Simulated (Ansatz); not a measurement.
**TiSi2: response to strain**

The parent structure is TiSi$_{2}$ (space group Fddd, No. 70).

```xyz
6
Lattice="0.0000 4.1160 4.2609 2.3902 0.0000 4.2609 2.3902 4.1160 0.0000" Properties=species:S:1:pos:R:3 pbc="T T T"
Si     2.3902     5.4537     4.2609
Si     2.3902     2.7783     4.2609
Si     3.5853     4.8364     6.3914
Si     3.5853     7.5117     6.3914
Ti     0.0000     0.0000     0.0000
Ti     1.1951     2.0580     2.1305
```

Cartesian axes are those of the cell as printed.

Strains are applied to the cell and any free atomic positions relax; under biaxial strain the out-of-plane vector relaxes too.

Level of theory: DFT with r2SCAN, PAW potentials and a 500 eV plane-wave cutoff in Ansatz (a program for electronic structure), no SOC, earlier PAW set.

Candidates:
(a) tensor shear ε_xz = +1.26 %
(b) isotropic strain −2.69 %
(c) biaxial strain −2.91 %, plane normal [001], relaxed out of plane

Notes on the quantities. energy relative to the base: free energy F.

Problem. Order them by energy relative to the base, highest first.

Solution. (b) isotropic strain −2.69 % (+47 meV/atom), (c) biaxial strain −2.91 %, plane normal [001], relaxed out of plane (+28 meV/atom), (a) tensor shear ε_xz = +1.26 % (+3.1 meV/atom)

Without a gap, meshes like the base's 13×13×13 leave anisotropic stresses uncertain by several tenths of a GPa, and small strain energies with them. Whether these cells are dynamically stable was not tested. The final runs are not spin-polarised.
